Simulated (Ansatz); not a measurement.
Band structure of Na3BrO (Pm-3m, 5 atoms in the cell).

```
CELL_PARAMETERS angstrom
      4.62379     0.00000     0.00000
      0.00000     4.62379     0.00000
      0.00000     0.00000     4.62379
ATOMIC_POSITIONS crystal
  Na 0.00000 0.50000 0.50000
  Na 0.50000 0.00000 0.50000
  Na 0.50000 0.50000 0.00000
  Br 0.00000 0.00000 0.00000
  O  0.50000 0.50000 0.50000
```

Method of the run: LDA (PW92), PAW files made with PBE (plane waves; Ansatz, a first-principles code).

Settings: kpoints.mp_grid.grid = 7 7 7; hamiltonian.xc = lda; hamiltonian.pseudopotentials = {kind: paw} (the program's default PAW files); scf.occupations.method = fermi_dirac; scf.occupations.width = 0.0007 Ry; kpoints.band_path.npoints = 8.

The starting cell comes from a database of computed structures (which also holds hypothetical and non-ambient phases and stackings), without a prior relaxation at this level. Its lattice was rescaled by a random factor within 2.5 % of one.

**Question.** Predict the gap along the standard path and the places of the band edges.

**Answer.** The gap along the path is 1.71 eV, direct at Γ to within 0.01 eV.

Levels in eV from the top of the valence band on the path, bands 17 to 24:
| point | 17 | 18 | 19 | 20 | 21 | 22 | 23 | 24 |
|---|---|---|---|---|---|---|---|---|
| Γ | -2.51 | 0.00 | 0.00 | 0.00 | 1.71 | 4.84 | 4.84 | 8.95 |
| X | -2.39 | -0.77 | -0.16 | -0.16 | 3.99 | 5.42 | 5.50 | 7.61 |
| M | -2.33 | -0.25 | -0.25 | -0.12 | 4.34 | 4.39 | 7.13 | 7.13 |
| R | -2.98 | -0.66 | -0.66 | -0.66 | 5.81 | 5.81 | 5.81 | 7.48 |

Keys are those of Ansatz 0.2.
